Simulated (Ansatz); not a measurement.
Consider interstitial Cu in amorphous Si27O54 (a melt-quenched model of 81 atoms), charge state +1. The step: Cu moves alone to another site; the atom moves 2.53 Å along (0.10, -0.01, -0.22) of the unit cell; the moving atom starts with neighbours O at 1.88, O at 1.91 Å and ends with 2 O at 1.83 Å. DFT values are from Ansatz (plane-wave PAW, 420 eV unless said) in a cell of 81 host sites, spin-restricted, static, with no finite-size correction. The charge state is imposed; whether it is stable for some Fermi level was not computed. Sites that were not tried may lie lower. For the PBE band: the saddle point's order was not checked.

```csv
Level,Forward barrier (eV),Cost of the band or of the saddle's single point
"CHGNet universal potential (has no charge state), its own band",0.23,-
"PBE, the Γ point alone, band relaxed",0.40,about 20 core-minutes (a rough figure)
"PBE, a 2×2×2 k-point mesh shifted by half a step, same geometries",0.40,about 4 core-minutes (a rough figure)
"r2SCAN at 500 eV, the Γ point alone, same geometries",…,about 90 core-seconds (a rough figure)
```

Problem. Fill in the missing entries.

Solution. 
- r2SCAN at 500 eV, the Γ point alone, same geometries, Forward barrier (eV): 0.39

Ansatz is a first-principles code.
